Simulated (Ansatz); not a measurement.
The parent structure is ZrS$_{2}$ in the fluorite structure (space group Fm-3m, No. 225; a hypothetical phase, not in the database extracts checked).

```
ZrS2
1.0
    0.00000     3.12836     3.12836
    3.12836     0.00000     3.12836
    3.12836     3.12836     0.00000
Zr S
1 2
Direct
  0.00000   0.00000   0.00000
  0.25000   0.25000   0.25000
  0.75000   0.75000   0.75000
```

Cartesian axes are those of the cell as printed.

Method: r2SCAN, PAW, 500 eV (Ansatz, a quantum-chemistry and plane-wave program; no spin-orbit coupling), earlier PAW set.

Before the change:

Band gap: 0.13 eV

Perturbation: a free-standing slab of 5 layers (15 atoms, 3 a layer) is cut normal to [111], with 15 Å of vacuum and the in-plane cell held at bulk.

Task: Estimate the effect on the band gap.

Result: The band gap grows by 0.53 eV to 0.66 eV.

Task: What does the calculation give for the gap character after the change?

Result: The gap character is indirect, M → Γ.

Whether these cells are dynamically stable was not tested. A zero or small gap of ZrS2 can be the functional's error rather than a property of the material. Labels are those of the standard path for the cell's own space group.
